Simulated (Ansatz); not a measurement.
Abridged Ansatz (an electronic-structure program) output:

```
Relaxation: its limit of steps is 60 (relax.max_steps)
Pseudopotential: Ta, paw, valence charge 13
Crystal: 1 atoms, lattice volume = 17.312 Å³
Basis set: ecut = 420 eV, 321 PW (Γ), exchange–correlation on 40×40×40 points (8 copies of the dense FFT grid, shifted against one another)
Bands: 11, of which v1, the nominal top of the filled ones, is band 7 counted from 1 (6 counted from 0)
Symmetry: 48 space group operations
k-points: 256 of 8000
Functional: x = pbesol(κ = 0.804, μ = 0.12345679012345678), c = pbesol(β = 0.046)
SCF iter   1: F=—  HF=-9806.499890 eV  |F-HF|=—  |Δ(HF+E_count)|=         —  Δρ=2.21e-3  dr2=2.23e-4  ethr=1.77e-3  ⟨swp⟩=5.9  Hψ=16354  notcnv=0
SCF iter   2: F=—  HF=-9806.499641 eV  |F-HF|=—  |Δ(HF+E_count)|=   2.50e-4  Δρ=1.04e-3  dr2=4.62e-5  ethr=1.72e-6  ⟨swp⟩=2.1  Hψ=6141  notcnv=0
SCF 1 converged in 6 iterations: F = -9806.499678 eV  dr2 = 2.13e-10
relax step   1: F+E_penalty+E_count = -9806.49967834 eV  Δ(F+E_penalty+E_count) = +0.000e0 eV  max|allowed force component| = 0.000e0 eV/Å  Δτ_max = 0.0000 Å  P = +4.497 GPa  Ω = 17.312 Å³  (6 SCF iters, dr2 threshold 1.00e-7 eV, accepted)
[... steps on the carried basis left out ...]
relax step   5: F+E_penalty+E_count = -9806.48586520 eV  Δ(F+E_penalty+E_count) = +1.070e-4 eV  max|allowed force component| = 0.000e0 eV/Å  Δτ_max = 0.0000 Å  P = +8.988 GPa  Ω = 16.983 Å³  stress off target by 1.16e-2 GPa  SCF on the basis re-selected at this cell (its energy is not comparable with the rows above)  (5 SCF iters)
SCF converged after 5 iterations
Free energy (F): -9806.485865 eV
Internal energy: -9806.475797 eV  (E = F + TS)
E sigma→0 (E₀):  -9806.480831 eV
Entropy (-TS):   -0.010068 eV (-10.068 meV/atom)
Fermi energy:    19.726793 eV
--- Forces (eV/Å), atoms counted from 1 ---
  atom   1  Ta    -0.00000000     0.00000000     0.00000000
--- Stress (GPa, compression-positive) ---
        8.988394       0.000000      -0.000000
       -0.000000       8.988394      -0.000000
       -0.000000       0.000000       8.988394
  P = ⅓ Tr σ = 8.9884 GPa (89.884 kbar)
--- Relaxed structure (4 steps of the walk, 3 accepted, 1 SCFs on fresh bases) ---
  cell:  # Å, volume = 16.9825 Å³
    - [-1.6192502478502364, 1.6192502478502364, 1.6192502478502364]
    - [1.6192502478502364, -1.6192502478502364, 1.6192502478502364]
    - [1.6192502478502364, 1.6192502478502364, -1.6192502478502364]
  atoms:
    - { symbol: Ta, position: [0.0, 0.0, 0.0] }
```

**Question.** What was computed, and what are the main results?

**Answer.** Ta, 1 atom in the cell, with DFT with PBEsol, PAW potentials and a 420 eV plane-wave cutoff in Ansatz, spin-orbit coupling left out, from a series relaxed to a target (pressure 9 GPa). The last SCF converged to F = -9806.485865 eV, or -9806.4859 eV per atom, at a pressure of 8.99 GPa. The total energy compares only with runs of the same code, potentials and settings.

Load acts through the strain it causes; cell and atoms are relaxed under it. No phonon test of stability was made. No other phases were tried under pressure. All final runs are without spin polarisation. The cell was made from Ta in the bcc (W type) structure (space group Im-3m, No. 229) by this change: pressure 9 GPa.

Keys are those of Ansatz 0.2.
